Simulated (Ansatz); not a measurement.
Candidates: AlB2-type MgB2, AlB2-type ZrB2, HfSi (Pnma, No. 62), C11b WSi2, AlB2-type TiB2, C11b MoSi2. Level: r²SCAN+rVV10 (plane waves, PAW; Ansatz, an electronic-structure program).

Ansatz's runs of these crystals have no spin polarisation.

Spin–orbit coupling is left out, also for the solids with elements from indium on (HfSi, C11b WSi2); its size isn't shown.

Ansatz's density-functional and Hartree–Fock values are scalar-relativistic unless marked +SOC, with PAW data made under PBE.

Which of them have a computed volume per atom between 9 and 12 Å³/atom?

AlB2-type MgB2, AlB2-type ZrB2. The values: AlB2-type MgB2 9.51 Å³/atom; AlB2-type ZrB2 10.24 Å³/atom; HfSi (Pnma, No. 62) 16.81 Å³/atom; C11b WSi2 13.35 Å³/atom; AlB2-type TiB2 8.48 Å³/atom; C11b MoSi2 13.30 Å³/atom.
